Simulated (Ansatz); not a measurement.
Cost and result by functional for the adsorption energy of NH2 on the 1x1 (0001) surface of corundum (cut with top plane Al), one in a 1x1 cell, started at the site 'bridge O-O (span 2.6 Å)', in Ansatz (plane waves, PAW). Single points on the PBE structure, on one kind of machine; costs are rough ratios of the slab run's core time (references not counted) to the cheapest single point. r2SCAN's cost holds its higher cutoff (500 against 420 eV). Differences are taken against r2SCAN for comparison alone: no measured value is at hand, so the table doesn't rank accuracy. The points keep PBE's geometry, so the relaxation of a polaron and the settling of charge on one site are left out.

Host crystal: corundum, with a band gap (PBE, scalar-relativistic without spin-orbit coupling).

Model: 23-atom slab, 6.7 Å thick at the start under the adsorbate (thin: gaps and levels are the slab's own), 6x6x1 mesh, Fermi-Dirac 0.01 eV, dipole correction, 9 atoms held, the rest relaxed; no symmetry held; spin-polarised, ending with about 1.0 μB a cell; orders that need a larger cell were not tried, no spin-orbit, no U, no dispersion correction. At the end it is bonded to Al. In PBE it is, or lies within 0.03 eV of, the lowest of the starts that converged. These notes are the PBE run's. r2SCAN: The program's check for a lower electronic state was not made. Adsorption energies are against NH3(g) − ½ H2(g). A negative adsorption energy means that the adsorbate is more stable on the surface than in its reference.

```tsv
functional	relative cost	adsorption energy (eV)	less r2SCAN (eV)
RPBE	1	1.12	0.05
r2SCAN	2	1.06	0.00
PBE (the relaxed run's value)	–	1.10	0.03
```

The values span 0.05 eV, while the single points' costs differ by a factor of roughly 2. Differences are of unrounded values.

Ansatz is a program for electronic structure.
